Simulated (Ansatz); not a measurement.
Consider RbBiO3 in the cubic perovskite structure (space group Pm-3m, No. 221; a = 4.249 Å; a model cell, its experimental status unchecked). Axes: x, y, z lie along the cube axes.

The values are results of PBEsol in Ansatz (plane waves to 420 eV, PAW, scalar-relativistic without spin-orbit coupling), not measurements.

Base values:

- Band gap: zero

Perturbation: tensor shear ε_xz = +1.95 % (engineering shear γ = 0.0390); the atoms relax in the strained cell.

How does this affect the band gap and energy relative to the base?

The band gap is still zero; the energy goes up by 4.2 meV/atom.

Without a gap, meshes like the base's 11×11×11 leave anisotropic stresses uncertain by several tenths of a GPa, and small strain energies with them. Stability against distortions was not tested. All final runs are without spin polarisation. Many cubic perovskites are stable only at high temperature; tilts and polar distortions were not tested.

Ansatz is a program for electronic structure.
